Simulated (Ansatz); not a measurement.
# ZnS: band gap against strain

ZnS (wurtzite, P6_3mc, 20.185 Å³/atom at rest, c along z) under an equal strain ε along all three axes. PBE in Ansatz, a plane-wave DFT program (PAW, default set), 420 eV, 10×10×5 Γ-centred mesh, Fermi-Dirac smearing 0.05 eV; ions are relaxed within the symmetry of each cell. Gaps are the smallest over the k-mesh and a band path, without spin-orbit coupling; in all rows the valence edge lies at Γ and the conduction edge at Γ.

Here s stands for strain and Eg for gap.

```csv
strain (%),gap (eV)
-3.00,?
-1.80,2.323
-1.20,2.240
-0.60,2.159
0.00,2.079
```

Using a straight line, estimate the missing Eg at s = -3.00 from the other rows, showing the fit.

Means: s -0.90000, Eg 2.2003. About the means, the sum of products is -0.24390 and the sum of squares of s is 1.8000; the slope is their ratio. Least squares gives Eg = 2.0783 - 0.13550·s. Residuals (row less fit): 0.0008, -0.0009, -0.0006, 0.0007; standard error 0.0011 (degrees of freedom: 2). Over these rows the gap moves by -14 ± 0.08 eV per unit strain, or -4.5 eV per unit of ln V. At the withheld row, Eg = 2.0783 - 0.13550 × (-3.0) = 2.4848 eV. The calculation gives 2.492 eV, 0.0072 eV above the prediction (1.7 % of the range of Eg in the table). The row lies outside the fitted rows, so this is an extrapolation. From the scatter of the fitted rows alone, a prediction at this place has a standard error of 0.0021 eV, so the miss is 3.4 times that.

One order more, fitted to all 6 runs of the series, follows each within 0.001, so the miss is the next term of a smooth law. Other structures, which can take over under pressure, weren't tried. ZnS is here the high-temperature form. Rows are the converged runs of the series near zero and its far end; series whose fitted rows scatter by over a few per cent of the range, as at a crossing or softening among them, aren't shown in this form. Most that stay on the fit to the last digits aren't either.
